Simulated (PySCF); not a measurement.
PySCF 2.14.0, unrestricted PBE0/def2-svp, df: C=[C][Si](OC)(OC)OC, charge 0, multiplicity 2, 20 atoms. The geometry is a generated start, not checked to be a minimum at this level.

```yaml
task: energy
method: pbe0
basis: def2-svp
two_electron_scheme: density fitting
mol.max_memory: 3000 MB
mf.max_cycle: 100
mf.conv_tol: 1e-09 (default)
mf.grids.level: 3 (default)
basis_functions: 185
grid_points: 239904
```

```xyz
20

C      0.4064    -2.4827    -1.4578
C      0.2231    -1.3804    -0.8147
Si    -0.0352     0.1867     0.1286
O      1.2341     1.1956     0.0249
C      2.5466     0.9751     0.4506
O     -0.2747    -0.1462     1.6982
C     -1.3788    -0.7908     2.2610
O     -1.3304     1.0036    -0.4115
C     -1.4793     1.7359    -1.5923
H      1.3868    -2.9293    -1.6162
H     -0.4047    -3.0644    -1.8910
H      2.5677     0.4450     1.4035
H      3.0290     1.9471     0.5641
H      3.0884     0.3872    -0.2946
H     -1.3910    -1.8452     1.9752
H     -2.3076    -0.3258     1.9297
H     -1.2948    -0.7101     3.3455
H     -2.5124     1.6289    -1.9297
H     -0.8056     1.3798    -2.3725
H     -1.2677     2.7899    -1.4010
```

Charge 0 and multiplicity 2 are set for this test and not shown to be the ground state.

With the defaults (mf.DIIS = CDIIS, mf.diis = true, newton = off, mf.init_guess = minao, mf.diis_space = 8, mf.level_shift = 0) it converges in 16 Fock builds. One run each on 2 threads, 1 BLAS thread, with these changes:
- mf.init_guess = atom
- mf.init_guess = 1e
- mf.level_shift = 0.3 Hartree
- mf.init_guess = huckel
- mf.DIIS = ADIIS
- newton = Hessian by the SCF's own integrals
- mf.diis = false
- mf.DIIS = EDIIS
- mf.diis_space = 20

Problem. Which runs fail or end elsewhere than the default run?

Solution. No convergence: mf.DIIS = EDIIS; mf.diis = false (the run ends without SCF convergence in 100 cycles). The rest reach the solution of the defaults.

```tsv
setting	Fock builds	end
mf.diis_space = 20	15	same solution
the defaults	16	same solution
mf.init_guess = atom	16	same solution
mf.init_guess = huckel	19	same solution
mf.level_shift = 0.3 Hartree	21	same solution
mf.init_guess = 1e	22	same solution
mf.DIIS = ADIIS	27	same solution
newton = Hessian by the SCF's own integrals	36	same solution
mf.DIIS = EDIIS	101	no convergence
mf.diis = false	101	no convergence
```

Under newton the count holds the products with the orbital Hessian.
